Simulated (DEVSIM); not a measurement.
Device: Au/La2O3/n-Si capacitor, at 250 K.

| layer (left to right) | material | thickness (nm) | Nd (cm⁻³) |
|---|---|---|---|
| 1 | La2O3 | 22.0 | - |
| 2 | Si | 420 | 1.9e18 |

Metal gate on the left, work function 5.1 eV. Fixed charge at the semiconductor interface -3.7e11 cm⁻² (in units of +e); interface traps 2.3e10 cm⁻² eV⁻¹, uniform in energy, neutral level at 0.5 of the gap above the valence band.

This is a model device: material constants are rounded textbook-type values typed into the input, and sizes, dopings and lifetimes were drawn at random. Values at 300 K; Nc and Nv go as T^1.5, mobilities as T to minus their exponent, the gap by Varshni's rule with the affinity fixed.

```csv
parameter,La2O3,Si
gap (eV),5.8,1.124
affinity (eV),1.8,4.05
permittivity,27,11.7
Nc (cm⁻³),-,2.86e19
Nv (cm⁻³),-,3.1e19
Varshni α (eV/K),-,0.000473
Varshni β (K),-,636
```

Model (solved in DEVSIM): 1D Poisson equation in equilibrium, Boltzmann statistics, complete ionisation; no quantum confinement or tunnelling. Metal contacts follow the ideal Schottky-Mott rule: no Fermi-level pinning, no interface dipoles.

Base results: threshold voltage (band bending 2φF) (V) -0.72; capacitance of the dielectric stack (μF/cm²) 1.09; minimum of the low-frequency capacitance (μF/cm²) 0.306; flat-band voltage (V) 1.05.

**Question.** What follows from this one change: substrate doping 1.9e+18 → 3.8e+18 cm^-3?

**Answer.** threshold voltage (band bending 2φF) -0.72 → -1.06 V; capacitance of the dielectric stack little changed (1.09 μF/cm²); minimum of the low-frequency capacitance 0.306 → 0.382 μF/cm²; flat-band voltage 1.05 → 1.07 V.

**Question.** What follows from this one change: fixed charge -3.7e+11 → 3.53e+12 cm^-2?

**Answer.** threshold voltage (band bending 2φF) -0.72 → -1.30 V; capacitance of the dielectric stack little changed (1.09 μF/cm²); minimum of the low-frequency capacitance little changed (0.308 μF/cm²); flat-band voltage 1.05 → 0.48 V.

**Question.** What follows from this one change: gate work function 5.1 → 5.4 eV?

**Answer.** threshold voltage (band bending 2φF) -0.72 → -0.42 V; capacitance of the dielectric stack little changed (1.09 μF/cm²); minimum of the low-frequency capacitance little changed (0.306 μF/cm²); flat-band voltage 1.05 → 1.35 V.
